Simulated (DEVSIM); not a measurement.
Device: W/SiO2/p-GaAs capacitor, at 300 K.

Layer 1 from the left is SiO2, thickness (nm) 45.0. Layer 2 from the left is GaAs, thickness (nm) 19000, Na (cm⁻³) 5.5e13.

Metal gate on the left, work function 4.6 eV. Fixed charge at the semiconductor interface 0 cm⁻² (in units of +e); no interface traps.

Constants are typed, rounded textbook-type inputs, not results; the design itself was drawn at random and stands for no fabricated device. Values at 300 K.

SiO2: gap (eV) 9, affinity (eV) 0.9, permittivity 3.9. GaAs: gap (eV) 1.424, affinity (eV) 4.07, permittivity 12.9, Nc (cm⁻³) 4.7e17, Nv (cm⁻³) 9e18.

Q: Estimate by hand the flat-band voltage, the threshold voltage, and compare with a numerical solution.

A: 
- Flat-band voltage: C = 0.0767 μF/cm², work-function difference -0.584 V; VFB = φms − qNf/C = -0.58 V; numerical -0.58 V.
- Threshold voltage: φF = 0.440 V, depletion charge √(4εqNφF) = 4.21e-9 C/cm²; VT = VFB + 2φF + Qd/C = 0.35 V; numerical 0.35 V.

DEVSIM, 1D Poisson equation in equilibrium, Boltzmann statistics, complete ionisation; no quantum confinement or tunnelling. Metal contacts follow the ideal Schottky-Mott rule: no Fermi-level pinning, no interface dipoles.
